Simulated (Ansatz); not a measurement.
Base system: TlCl in the CsCl type structure (space group Pm-3m, No. 221; a = 3.769 Å). Axes: x, y, z lie along the cube axes.

One thing is altered: the cell is stretched by 1.50 % along z with no lateral relaxation; the atoms relax in the strained cell.

Calculations: DFT with PBEsol, PAW potentials and a 420 eV plane-wave cutoff in Ansatz (a quantum-chemistry and plane-wave program), no spin-orbit coupling.

Q: Give the band edges at the high-symmetry points of the new zone, measured from its valence-band maximum.

A: 
| point | valence edge (eV) | conduction edge (eV) |
|---|---|---|
| Γ | -1.70 | 7.44 |
| X | -0.03 | 1.79 |
| M | -1.26 | 4.75 |
| Z | 0.00 | 1.89 |
| R | -1.19 | 4.76 |
| A | -2.17 | 2.20 |

The gap is 1.79 eV, indirect, Z → X.

With Tl present, leaving out spin-orbit coupling can change the band edges. Stability against distortions was not tested. Labels are those of the standard path for the cell's own space group.
